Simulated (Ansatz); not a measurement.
Surface dipole of F on the unreconstructed (111) surface of fcc Ag against coverage, at the site 'hollow Ag-Ag-Ag over Ag at depth 4.7 Å', the lowest in the largest cell among the sites where it stayed whole and in place in three cells or more (slabs this thin don't tell apart sites within some 0.05 eV). Each cell holds one F; the change of the work function counts from the clean slab in the same cell, the adsorption energy from ½ F2(g) (no zero-point or thermal terms).

Level of theory: PBE (plane waves to 420 eV, PAW; Ansatz, a program for electronic structure).

Slabs of 4 planes (7.1 Å), the lower half held, dipole-corrected, Fermi-Dirac smearing 0.1 eV, no spin-orbit coupling.

```tsv
area an adsorbate A (Å²)	k-mesh	Δφ (eV)	E_ads (eV)	height (Å)	moment of the cell (μB)
29.8	6x6	1.30	-2.42	1.57	no spin
14.9	6x12	2.51	-2.24	1.48	no spin
7.5	12x12	5.00	-1.66	1.45	no spin
```

**Question.** Work out the dipole that each adsorbate adds along the outward normal, from the Helmholtz relation, and say how it changes with coverage.

**Answer.** A sheet of dipoles p at n = 1/A per area shifts the vacuum level, Δφ = −e n p/ε₀, so p = −ε₀ A Δφ/e with ε₀ = 0.005526 e/(V·Å) and 1 e·Å = 4.803 D. A = 29.8 Å²: p = -0.214 e·Å = -1.03 D. A = 14.9 Å²: p = -0.207 e·Å = -0.99 D. A = 7.5 Å²: p = -0.207 e·Å = -1.00 D. The dipole points into the surface at the lowest coverage (positive end inward, raising the work function) and keeps 97 % of that size in the densest layer.

Topping's model of dipoles that weaken each other is not fitted: it wants three cells n × n with a clear dipole that keeps its sign and shrinks with coverage.

Binding. From the thinnest to the densest layer E_ads moves by 0.77 eV: binding is weaker in the densest layer. The slabs are thin and the meshes differ from cell to cell, which leaves some hundredths of an eV open.
